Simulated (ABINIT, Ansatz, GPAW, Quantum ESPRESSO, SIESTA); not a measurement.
ScV2Ga4 (I4/mmm, 7 atoms in the cell) computed with different codes at matched settings

Self-consistent single point.

```
CELL_PARAMETERS angstrom
     -3.22716     3.22716     2.57442
      3.22716    -3.22716     2.57442
      3.22716     3.22716    -2.57442
ATOMIC_POSITIONS crystal
  Sc 0.00000 0.00000 0.00000
  V  0.75000 0.25000 0.50000
  V  0.25000 0.75000 0.50000
  Ga 0.30087 0.30087 0.60174
  Ga 0.69913 0.69913 0.39826
  Ga 0.30087 0.69913 0.00000
  Ga 0.69913 0.30087 0.00000
```

Shared settings, as Ansatz (an electronic-structure program) writes them: kpoints.mp_grid.grid = 2 2 2; scf.occupations.method = gaussian; scf.occupations.width = 0.05 eV. Potentials and cutoffs stand in the table.

```tsv
code	model	pressure (GPa)	largest force (eV/Å)	cutoff
ABINIT	LDA (PW92), norm-conserving pseudopotentials (PseudoDojo nc-sr-04 LDA standard)	-6.19	0.332	42 Ha
GPAW	LDA (Perdew-Wang 92), GPAW PAW datasets LDA (gpaw-data 1.0.1)	-4.99	0.428	800 eV
Ansatz	LDA (PW92), PAW files made with PBE	-6.15	0.334	default
SIESTA	LDA PW92, numerical atomic orbitals TZP, PseudoDojo LDA standard norm-conserving potentials (rewritten from UPF to PSML)	-5.79	0.396	grid 300 Ry
Quantum ESPRESSO	LDA (PW92), PseudoDojo standard norm-conserving (LDA) pseudopotentials	-6.19	0.332	85 Ry
```

On Ansatz's run: spin polarisation is off.

The spread over the programs that give each value: pressure within 1.20 GPa; largest force within 0.096 eV/Å.

SIESTA uses small atom-centred bases, whose incompleteness enters pressures, forces and empty levels differently from a plane-wave cutoff. Ansatz's pressure is given at a fixed set of plane waves, as the other plane-wave codes print theirs; with its correction for the finite basis it is -6.10 GPa. In the pressure, GPAW (by 1.18) lies more than 1 GPa from the median of the plane-wave programs. In the force vectors, GPAW (by 0.095) lies more than 0.08 eV/Å from the median of the plane-wave programs.

On the base mesh (5 5 5) the same programs gave: Ansatz pressure -6.60 GPa; Quantum ESPRESSO pressure -6.64 GPa; ABINIT pressure -6.64 GPa; GPAW pressure -5.46 GPa; SIESTA pressure -6.35 GPa.

The values differ from the base mesh's, so the mesh still matters here: the table compares the programs at equal settings.

The starting cell comes from a database of computed structures (which also holds hypothetical and non-ambient phases and stackings), without a prior relaxation at this level.

Left out of this page: Elk and FLEUR (not drawn, or without a comparable value).

Keys are those of Ansatz 0.2.
